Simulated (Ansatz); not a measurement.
Response to strain in HgS

Base system: HgS in the zinc blende structure (space group F-43m, No. 216; a = 5.812 Å). Axes: x, y, z lie along the cube axes.

Strains are applied to the cell and any free atomic positions relax; under biaxial strain the out-of-plane vector relaxes too.

Computed with LDA in Ansatz (plane waves to 420 eV, PAW, without spin-orbit coupling).

Notes on the quantities. pressure: mean of the normal stresses, compression positive; energy relative to the base: free energy F.

```json
[
 {"variant": "base", "pressure": "0.0 GPa", "shortest interatomic distance": "4.756 bohr", "energy relative to the base": "0 meV/atom"},
 {"variant": "biaxial strain −3.00 %, plane normal [001], relaxed out of plane", "pressure": "0.9 GPa", "shortest interatomic distance": "4.737 bohr", "energy relative to the base": "+6.3 meV/atom"},
 {"variant": "biaxial strain −2.50 %, plane normal [001], relaxed out of plane", "pressure": "[?]", "shortest interatomic distance": "[?]", "energy relative to the base": "[?]"},
 {"variant": "biaxial strain −2.00 %, plane normal [001], relaxed out of plane", "pressure": "0.6 GPa", "shortest interatomic distance": "4.743 bohr", "energy relative to the base": "+2.7 meV/atom"},
 {"variant": "biaxial strain −1.00 %, plane normal [001], relaxed out of plane", "pressure": "0.3 GPa", "shortest interatomic distance": "4.749 bohr", "energy relative to the base": "+0.7 meV/atom"},
 {"variant": "biaxial strain −0.50 %, plane normal [001], relaxed out of plane", "pressure": "0.1 GPa", "shortest interatomic distance": "4.752 bohr", "energy relative to the base": "+0.2 meV/atom"},
 {"variant": "biaxial strain +0.50 %, plane normal [001], relaxed out of plane", "pressure": "-0.1 GPa", "shortest interatomic distance": "4.759 bohr", "energy relative to the base": "+0.2 meV/atom"},
 {"variant": "biaxial strain +1.50 %, plane normal [001], relaxed out of plane", "pressure": "-0.4 GPa", "shortest interatomic distance": "4.766 bohr", "energy relative to the base": "+1.4 meV/atom"},
 {"variant": "biaxial strain +2.50 %, plane normal [001], relaxed out of plane", "pressure": "-0.7 GPa", "shortest interatomic distance": "4.774 bohr", "energy relative to the base": "+4.0 meV/atom"},
 {"variant": "biaxial strain +3.00 %, plane normal [001], relaxed out of plane", "pressure": "-0.8 GPa", "shortest interatomic distance": "4.777 bohr", "energy relative to the base": "+5.7 meV/atom"}
]
```

Task: Some entries are withheld; estimate them.

Result: 
- biaxial strain −2.50 %, plane normal [001], relaxed out of plane, pressure: 0.8 GPa
- biaxial strain −2.50 %, plane normal [001], relaxed out of plane, shortest interatomic distance: 4.740 bohr
- biaxial strain −2.50 %, plane normal [001], relaxed out of plane, energy relative to the base: +4.3 meV/atom

The mesh was chosen for an insulator and is coarse for the gapless case. No phonon test of stability was made. The final runs are not spin-polarised.

Ansatz is a quantum-chemistry and plane-wave program.
